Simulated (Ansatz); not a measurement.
Inside the gap of an insulator the Bloch states are evanescent, with a wavenumber k + iκ along the transport direction.

```
CELL_PARAMETERS angstrom
      5.46309     0.00000     0.00000
      0.00000    12.14306     0.00000
      2.73154     0.00000     1.57706
ATOMIC_POSITIONS crystal
  W  0.66667 0.25000 0.00000
  W  0.33333 0.75000 0.00000
  S  0.66667 0.62032 0.00000
  S  0.33333 0.37968 0.00000
  S  0.33333 0.12032 0.00000
  S  0.66667 0.87968 0.00000
```

Space group of this cell: P6_3/mmc. The cell was relaxed by PBE-D3(BJ); by r2SCAN its mean pressure is 2.2 GPa.

Transport runs along the normal of the first two printed cell vectors, the (110) plane of the conventional cell.

The gap is the functional's own, uncorrected, and κ follows it; spin-orbit coupling is left out. Mid-gap values are interpolated between the computed energies.

Question: Estimate the band gap and the smallest decay constant κ at mid-gap that r2SCAN in Ansatz (a program for electronic structure) returns for this system.

Answer: Gap 1.00 eV on a 18×4×18 mesh; κ = 0.194 1/Å, at the zone centre.
